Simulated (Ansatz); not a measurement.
# InP: element substitutions

Start from InP in the wurtzite structure (space group P6_3mc, No. 186; a = 4.169 Å, c = 6.846 Å; a model cell, its experimental status unchecked).

Each row replaces one element on all its sites; cell and atoms are relaxed.

Levels (all Ansatz, a quantum-chemistry and plane-wave program, PAW, earlier PAW set): r2SCAN (500 eV, no spin-orbit coupling); HSE06 (420 eV, spin-orbit coupling left out).

Band gaps by level, all at the geometries relaxed with r2SCAN:

```json
[
 {"case": "base", "r2SCAN": "1.09 eV", "HSE06": "1.41 eV"},
 {"case": "P → As", "r2SCAN": "0.13 eV", "HSE06": "0.39 eV"},
 {"case": "In → B", "r2SCAN": "1.19 eV", "HSE06": "1.70 eV"}
]
```

Single points use the geometry relaxed with r2SCAN. HSE06 gaps are upper bounds (no full band path). Whether these cells are dynamically stable was not tested. For InAs and BP in this form, whether it has been made was not checked. This is not the structure that InAs has at room temperature and ambient pressure. This is not the structure that InP has at room temperature and ambient pressure. This is not the structure that BP has at room temperature and ambient pressure. A zero or small gap of InAs can be the functional's error rather than a property of the material.
